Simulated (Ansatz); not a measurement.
We consider PbS (Pnma, No. 62, 8 atoms in the cell; start mp-1078500; a measured phase of this formula has another space group), described by r²SCAN+rVV10 (plane waves, PAW; Ansatz, a first-principles code).

Run with plane-wave cutoff 560 eV, 4×8×8 k mesh (along the axes of the cell as run), Fermi–Dirac smearing 0.01 eV, scalar-relativistic PAW data made under PBE.

Cell (relaxed at this level):

```cif
data_Pb4S4
_chemical_formula_sum 'Pb4 S4'
_space_group_name_H-M_alt 'P 1'
_space_group_IT_number 1
_cell_length_a 11.77803
_cell_length_b 4.20138
_cell_length_c 4.23686
_cell_angle_alpha 90.000
_cell_angle_beta 90.000
_cell_angle_gamma 90.000
loop_
_space_group_symop_operation_xyz
  'x, y, z'
loop_
_atom_site_label
_atom_site_type_symbol
_atom_site_fract_x
_atom_site_fract_y
_atom_site_fract_z
_atom_site_occupancy
Pb1 Pb 0.87459 0.25000 0.13838 1
Pb2 Pb 0.12541 0.75000 0.86162 1
Pb3 Pb 0.62541 0.75000 0.63838 1
Pb4 Pb 0.37459 0.25000 0.36162 1
S1 S 0.64330 0.25000 0.08077 1
S2 S 0.35670 0.75000 0.91923 1
S3 S 0.85670 0.75000 0.58077 1
S4 S 0.14330 0.25000 0.41923 1
```

Question: What does this level give for the band gap, smallest direct gap on the k points sampled and direct gap at Γ?

Answer: 
- band gap = 1.47 eV
- smallest direct gap on the k points sampled = 1.50 eV
- direct gap at Γ = 2.17 eV

Spin–orbit coupling is not included; with these elements it can move the gap by several tenths of an eV or more.

Static lattice: no zero-point or thermal effects.

Computing time: roughly 2.2 core-minutes.

A start named mp-… is a Materials Project structure, which need not be a measured phase.
